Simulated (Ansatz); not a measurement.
# fcc Cu (0 0 1) on polar orthorhombic HfO2 (1 0 0) (film strained to the substrate, started from cuts of the bulks and a machine-learned relaxation; slabs Hf12O24 and Cu24, which can lie off the formulas)

A periodic stack without vacuum, fcc Cu (0 0 1) on polar orthorhombic HfO2 (1 0 0) (film strained to the substrate, started from cuts of the bulks and a machine-learned relaxation; slabs Hf12O24 and Cu24, which can lie off the formulas): substrate slab Hf12O24, film Cu24, surface cells [[0, 1], [-1, 0]] and [[2, 0], [2, 2]], film strained by -1.3 and -0.6 %, outermost planes Hf/Hf and Cu/Cu as cut, which need not be the usual terminations and can put a slab off its formula.

The start was prepared with a machine-learned potential, and the result is one local minimum, with the in-plane cell held and forces under 0.04 eV/Å; the film can end far from its bulk form.

All values below come from PBE (plane waves to 420 eV, PAW; Ansatz, an electronic-structure program). Scalar-relativistic, without spin–orbit coupling; the runs are not spin-polarised; PBE gaps are too small against experiment. Its k-point mesh 5×5×1, Fermi–Dirac width 0.05 eV.

* **interface area**: 25.9 Å²
* **period**: 29.25 Å
* **heights between the nearest atoms of the two slabs at the two interfaces**: 1.90 and 1.87 Å
* **Cu–Hf contacts across the interfaces within 1.22 times the sum of covalent radii**: 8, mean 3.01 Å
* **Cu–O contacts across the interfaces within 1.22 times the sum of covalent radii**: 2, mean 1.95 Å

```yaml
crystal:
  lattice:
    - [5.09978, 0.00116, -0.13078]
    - [0.00069, 5.06852, 0.09157]
    - [-2.88672, 0.96393, 29.35470]
  atoms:
    - { symbol: Hf, position: [0.28081, 0.35154, 0.12311] }
    - { symbol: Hf, position: [0.81876, 0.26700, 0.19897] }
    - { symbol: Hf, position: [0.83355, 0.84019, 0.10439] }
    - { symbol: Hf, position: [0.28178, 0.80264, 0.03952] }
    - { symbol: O, position: [0.13484, 0.07649, 0.17454] }
    - { symbol: O, position: [0.63150, 0.11154, 0.13525] }
    - { symbol: O, position: [0.63706, 0.97203, 0.03325] }
    - { symbol: O, position: [0.14393, 0.05318, 0.07971] }
    - { symbol: O, position: [0.52359, 0.59496, 0.08765] }
    - { symbol: O, position: [0.03401, 0.55459, 0.06733] }
    - { symbol: O, position: [0.01587, 0.58359, 0.15461] }
    - { symbol: O, position: [0.50988, 0.51888, 0.17989] }
    - { symbol: Hf, position: [0.37346, 0.24768, 0.31375] }
    - { symbol: Hf, position: [0.93659, 0.25778, 0.39104] }
    - { symbol: Hf, position: [0.85153, 0.74592, 0.29430] }
    - { symbol: Hf, position: [0.29786, 0.75437, 0.21663] }
    - { symbol: O, position: [0.25739, 0.02906, 0.37389] }
    - { symbol: O, position: [0.71727, 0.02070, 0.33603] }
    - { symbol: O, position: [0.64629, 0.98037, 0.23504] }
    - { symbol: O, position: [0.16695, 0.97775, 0.27359] }
    - { symbol: O, position: [0.53106, 0.52251, 0.27209] }
    - { symbol: O, position: [0.01773, 0.51769, 0.24268] }
    - { symbol: O, position: [0.08415, 0.47615, 0.33413] }
    - { symbol: O, position: [0.62002, 0.49409, 0.36321] }
    - { symbol: Hf, position: [0.64839, 0.16176, 0.50221] }
    - { symbol: Hf, position: [0.19009, 0.20518, 0.56705] }
    - { symbol: Hf, position: [0.06459, 0.65508, 0.48395] }
    - { symbol: Hf, position: [0.49175, 0.74515, 0.40818] }
    - { symbol: O, position: [0.55283, 0.03365, 0.57267] }
    - { symbol: O, position: [0.99343, 0.95103, 0.52796] }
    - { symbol: O, position: [0.83841, 0.93775, 0.43456] }
    - { symbol: O, position: [0.39465, 0.89452, 0.47211] }
    - { symbol: O, position: [0.74990, 0.42788, 0.45170] }
    - { symbol: O, position: [0.20551, 0.49546, 0.42606] }
    - { symbol: O, position: [0.35928, 0.40871, 0.51815] }
    - { symbol: O, position: [0.89909, 0.44981, 0.53919] }
    - { symbol: Cu, position: [0.41781, 0.67079, 0.70923] }
    - { symbol: Cu, position: [0.90116, 0.67130, 0.70864] }
    - { symbol: Cu, position: [0.41696, 0.16584, 0.70945] }
    - { symbol: Cu, position: [0.90313, 0.16572, 0.70928] }
    - { symbol: Cu, position: [0.12301, 0.93474, 0.65169] }
    - { symbol: Cu, position: [0.61865, 0.93468, 0.63759] }
    - { symbol: Cu, position: [0.11772, 0.43576, 0.65100] }
    - { symbol: Cu, position: [0.61149, 0.43438, 0.64750] }
    - { symbol: Cu, position: [0.49841, 0.63111, 0.83448] }
    - { symbol: Cu, position: [0.00054, 0.63021, 0.83557] }
    - { symbol: Cu, position: [0.49750, 0.13135, 0.83410] }
    - { symbol: Cu, position: [0.00089, 0.13206, 0.83510] }
    - { symbol: Cu, position: [0.20293, 0.89904, 0.77165] }
    - { symbol: Cu, position: [0.70615, 0.89953, 0.77271] }
    - { symbol: Cu, position: [0.20354, 0.40104, 0.77114] }
    - { symbol: Cu, position: [0.70623, 0.39981, 0.77256] }
    - { symbol: Cu, position: [0.58521, 0.59581, 0.95926] }
    - { symbol: Cu, position: [0.08381, 0.59376, 0.95534] }
    - { symbol: Cu, position: [0.60304, 0.09580, 0.96922] }
    - { symbol: Cu, position: [0.08742, 0.09456, 0.95570] }
    - { symbol: Cu, position: [0.30089, 0.86551, 0.89758] }
    - { symbol: Cu, position: [0.78795, 0.86524, 0.89728] }
    - { symbol: Cu, position: [0.30174, 0.35931, 0.89778] }
    - { symbol: Cu, position: [0.78567, 0.35846, 0.89810] }
```
